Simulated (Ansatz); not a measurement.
C on the 1x1 (110) surface of bcc Mo, one in a 2x2 cell, energies for each (28.3 Å²). Energies are against an atom of graphite, without zero-point or thermal terms; each row is named by its start.

All values below come from PBE (plane waves to 420 eV, PAW; Ansatz, a program for electronic structure).

Slab: 17 atoms, 6.5 Å thick at the start under the adsorbate (thin: gaps and levels are the slab's own); k 6x6x1, smearing 0.1 eV, dipole-corrected; 8 atoms held, the rest relaxed; each run with such symmetry as its start has; spin where the adsorbate may keep a moment, no spin-orbit, no U, no dispersion correction.

A negative adsorption energy means that the adsorbate is more stable on the surface than in its reference. Starts that drift may end in the same place. Heights count from the host atoms within 0.3 Å of the top one.

| starting site | E_ads (eV) | height (Å) | nearest host atom (Å) | bonded to | Δ work function (eV) | lateral drift (Å) | moment (μB) |
|---|---|---|---|---|---|---|---|
| top Mo | 3.04 | 1.84 | Mo 1.81 | Mo | 1.11 | 0.0 | 0.1 |
| hollow Mo-Mo-Mo | 0.05 | 1.04 | Mo 1.98 | 4 Mo | 0.57 | 0.6 | – |
| bridge Mo-Mo (span 2.7 Å) | 1.07 | 1.32 | Mo 1.92 | 2 Mo | 0.75 | 0.0 | – |
| bridge Mo-Mo (span 3.2 Å) | 0.05 | 1.04 | Mo 1.97 | 4 Mo | 0.57 | 0.0 | – |
